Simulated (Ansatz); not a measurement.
Base system: Ga2O3 in the corundum structure (space group R-3c, No. 167; a = 5.058 Å, c = 13.623 Å (hexagonal axes)). Axes: x lies along a and z along c of the hexagonal cell.

Calculations: Ansatz (a program for electronic structure), PBE, PAW, cutoff 420 eV, no spin-orbit coupling.

For the base:

| Item | Value |
|---|---|
| Smallest direct gap | 2.63 eV |
| Electron mass | 0.21 mₑ (at Γ) |
| Band gap | 2.40 eV |

Perturbation: the cell is compressed by 2.25 % along z with no lateral relaxation, atoms relaxed at fixed cell.

Question: What happens to the energy relative to the base?

Answer: The energy grows by 5.3 meV/atom.

Question: What happens to the smallest direct gap?

Answer: The smallest direct gap rises by 0.17 eV (2.63 eV → 2.80 eV).

Question: Estimate the effect on the electron mass.

Answer: The electron mass becomes 0.22 mₑ (at Γ) (base: 0.21 mₑ (at Γ)).

Question: Estimate the effect on the band gap.

Answer: The band gap grows by 0.19 eV, from 2.40 eV to 2.59 eV.

Question: Estimate the effect on the largest internal atomic displacement.

Answer: The largest internal atomic displacement comes out as 0.012 Å.

The cells carry an imposed strain or load. Masses are band curvatures over ±0.01 Å⁻¹ around the edge. Stability against distortions was not tested.
